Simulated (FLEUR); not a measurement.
Input and output of a self-consistent single point for BN (F-43m, 2 atoms in the cell) (FLEUR).

Method: PBE, all-electron FLAPW (FLEUR), scalar-relativistic valence.

The change in words: lattice scaled by 0.98. Reference geometry:
```xyz
2
Lattice="0.0000 1.7925 1.7925 1.7925 0.0000 1.7925 1.7925 1.7925 0.0000" Properties=species:S:1:pos:R:3 pbc="T T T"
B      0.0000     0.0000     0.0000
N      2.6888     2.6888     2.6888
```

Reference input (self-consistent single point, DFT, PBE, all-electron FLAPW (FLEUR), scalar-relativistic valence): Kmax = 4.4 1/bohr; GmaxXC = 17.6 1/bohr; xcFunctional = pbe; jspins = 1; l_soc = F; mode = hist; fermiSmearingEnergy = 0.0001 Htr; mesh (inpgen div1-3) = 13 13 13; inpgen gamma flag = false; Gmax = 17.6 1/bohr; numbands = 0; maxIterBroyd = 15. This run's input differs from it in these lines:

```diff
@@ -3,6 +3,6 @@
 &input film=f /
-0.0000000000 0.7071067812 0.7071067812
+-0.0000000000 0.7071067812 0.7071067812
 0.7071067812 0.0000000000 0.7071067812
 0.7071067812 0.7071067812 0.0000000000
-4.7904485361
+4.6946402603
 1.0 1.0 1.0
@@ -43,5 +43,5 @@
          <bravaisMatrix>
-            <row-1>    0.0000000000000000     3.3873586448659236     3.3873586448659236</row-1>
-            <row-2>    3.3873586448659236     0.0000000000000000     3.3873586448659236</row-2>
-            <row-3>    3.3873586448659236     3.3873586448659236     0.0000000000000000</row-3>
+            <row-1>    0.0000000000000000     3.3196119633526631     3.3196119633526631</row-1>
+            <row-2>    3.3196119633526631     0.0000000000000000     3.3196119633526631</row-2>
+            <row-3>    3.3196119633526631     3.3196119633526631     0.0000000000000000</row-3>
          </bravaisMatrix>
```

Output (repeated stretches shortened):

```
 Iteration:     1   Distance:      31.03880287 me/bohr^3
 Iteration:     2   Distance:      28.42243811 me/bohr^3
 Iteration:     3   Distance:      12.26434564 me/bohr^3
 Iteration:     4   Distance:       3.84152447 me/bohr^3
 Iteration:     5   Distance:       1.33055090 me/bohr^3
   [... 5 lines left out ...]
 Iteration:    11   Distance:       0.00072736 me/bohr^3
 Iteration:    12   Distance:       0.00008825 me/bohr^3
 Iteration:    13   Distance:       0.00002286 me/bohr^3
 Iteration:    14   Distance:       0.00000350 me/bohr^3
 Run finished successfully
 Stop message:
   Structural relaxation: Done

[file out, last iteration]
             iter=     15
[...]
          total density-effective poten   -1.1726216520E+02
          total charge density-energy d   -1.1101044268E+01
 Updated energy parameters for spin:           1
[...]
 fermi energy and band-weighting factors:

[...]
FERMIE:
          first approx. to ef    (T=0)  :   0.422974 htr   (energy of the highest occ. eigenvalue)
          number of occ. states  (T=0)  :        560
          first approx. to seigv (T=0)  :   0.941230 htr
          sum of weights of occ. states :   4.000000
          sum of semicore charge        :   0.000000 e
FERHIS:  Fermi-Energy by histogram:
          bandgap                     :   0.172017 htr
   [... lines left out ...]
          charge neutrality (T=0)     :   0.000000    (zero if the highest occ. eigenvalue is "entirely" occupied)
 Direct bandgap for spin            1 :   0.34311999418895556       Htr
 ---->    free energy=                       -79.6830937677 htr
   [... lines left out ...]
      extrapolation for T->0
 ---->    total electron energy=             -79.6830937677 htr
 ***** TOTAL FORCES ON ATOMS *****
 TOTAL FORCE FOR ATOM TYPE=  1  X=  0.000   Y=  0.000   Z=  0.000
                       FX_TOT= 0.000000 FY_TOT= 0.000000 FZ_TOT= 0.000000
 TOTAL FORCE FOR ATOM TYPE=  2  X= -1.660   Y= -1.660   Z= -1.660
                       FX_TOT= 0.000000 FY_TOT= 0.000000 FZ_TOT= 0.000000
 Structural relaxation: Done
```

The run converged in 14 iterations. FLEUR gives forces in its relaxation mode, with a further iteration, so its stop message speaks of a relaxation. Against the reference run the free energy rises by 64.4 meV/atom and the gap on the mesh goes from 4.598 to 4.681 eV.

The starting cell comes from a database of computed structures (which also holds hypothetical and non-ambient phases and stackings), without a prior relaxation at this level. Its lattice was rescaled by a random factor within 2.5 % of one. For this run, on top of that: lattice scaled by 0.98. Values depend on the basis (sphere radii, cutoffs, local orbitals), which need not be converged.
